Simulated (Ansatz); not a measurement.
## Response to strain in hypothetical cubic perovskite NaHgBr3

Start from NaHgBr₃ in the cubic perovskite structure (space group Pm-3m, No. 221; a = 5.475 Å; a hypothetical phase, not in the database extracts checked). Axes: x, y, z lie along the cube axes.

Strains are applied to the cell and any free atomic positions relax; under biaxial strain the out-of-plane vector relaxes too; under stress the whole cell relaxes.

Level of theory: Kohn–Sham DFT with the PBEsol functional, run in Ansatz (an electronic-structure program) with PAW and 420 eV plane waves, scalar-relativistic without spin-orbit coupling.

Notes on the quantities. pressure: mean of the normal stresses, compression positive.

```tsv
variant	pressure	volume per atom	space group
base	0.0 GPa	32.81 Å³	Pm-3m (No. 221)
biaxial strain −0.87 %, plane normal [001], relaxed out of plane	0.3 GPa	32.51 Å³	P4/mmm (No. 123)
biaxial strain −4.63 %, plane normal [110], relaxed out of plane	1.3 GPa	31.61 Å³	Cmmm (No. 65)
biaxial strain +2.20 %, plane normal [111], relaxed out of plane	-0.3 GPa	33.19 Å³	R-3m (No. 166)
isotropic strain +1.34 %	-1.1 GPa	34.15 Å³	Pm-3m (No. 221)
uniaxial strain ε_yy = +0.91 %	-0.3 GPa	33.11 Å³	P4/mmm (No. 123)
uniaxial strain ε_zz = −2.62 %	0.9 GPa	31.96 Å³	P4/mmm (No. 123)
uniaxial stress, 0.5 GPa tension along x	–	33.02 Å³	P4/mmm (No. 123)
```

Without a gap, meshes like the base's 9×9×9 leave anisotropic stresses uncertain by several tenths of a GPa, and small strain energies with them. Beyond what the load breaks, stability against distortions was not tested. All final runs are without spin polarisation. Many cubic perovskites are stable only at high temperature; tilts and polar distortions were not tested.
